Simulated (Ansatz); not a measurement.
## LiH: pressure 0.7 GPa

The parent structure is LiH in the rock salt structure (space group Fm-3m, No. 225; a = 4.007 Å).

It is then changed as follows: a hydrostatic pressure of 0.7 GPa.

Computed with PBE (Ansatz, a first-principles code, PAW, spin-orbit coupling left out). Γ-centred 14×14×14 mesh, Fermi–Dirac width 0.05 eV.

The volume per atom drops by 0.15 Å³ (8.04 Å³ → 7.89 Å³) and the density rises by 0.02 g/cm³, from 0.82 g/cm³ to 0.84 g/cm³. The lattice parameter a falls by 0.025 Å, from 4.007 Å to 3.982 Å and the shortest interatomic distance falls by 0.0124 Å (2.004 Å → 1.991 Å). The enthalpy H = E + PV relative to the base's energy amounts to +0.03 eV/atom and the band gap drops by 0.01 eV (2.98 eV → 2.97 eV). The gap character remains direct at X and the mean gap deformation potential ΔEg/Δln V is +0.8 eV. The width of the top valence band goes up by 0.071 eV, from 5.44 eV to 5.52 eV and the electron mass is still 0.12 mₑ along k, 1.0 mₑ across (at X).

Final structure:

```
LiH
1.0
    0.00000     1.99111     1.99111
    1.99111     0.00000     1.99111
    1.99111     1.99111     0.00000
H Li
1 1
Cartesian
  0.00000   0.00000   0.00000
  1.99111   1.99111   1.99111
```

Load acts through the strain it causes; cell and atoms are relaxed under it. Effective masses come from finite differences of ±0.01 Å⁻¹. Along k means along the line from Γ to the band edge. Whether these cells are dynamically stable was not tested.
